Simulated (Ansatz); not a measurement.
Functionals compared on the (221) surface of fcc Pb in its 1x1 cell, outermost plane spacing 0.84 Å in the ideal cut, in Ansatz (plane waves, PAW). The structure was relaxed with PBE; the other rows are single points on it, each with its references at the same level. Cutoff 420 eV (500 eV for r2SCAN).

Slab: 13 atoms, 10.1 Å thick at the start (thin: gaps and levels are the slab's own); k 11x4x1, smearing 0.1 eV, dipole-corrected; all atoms relaxed; held to the start's symmetry, so lower structures may exist; no spin, no spin-orbit, no U. These notes are the PBE run's.

| functional | surface energy (J/m²) | work function of the top face (eV) | rough cost of the single point |
|---|---|---|---|
| PBE | 0.30 | 3.76 | – |
| LDA | 0.45 | 4.07 | very roughly 3 core-minutes |
| PBEsol | 0.40 | 3.85 | around 3 core-minutes (rough) |
| RPBE | 0.20 | 3.62 | very roughly 3 core-minutes |
| r2SCAN | 0.32 | 3.83 | very roughly 6 core-minutes |

Ansatz is an electronic-structure program.
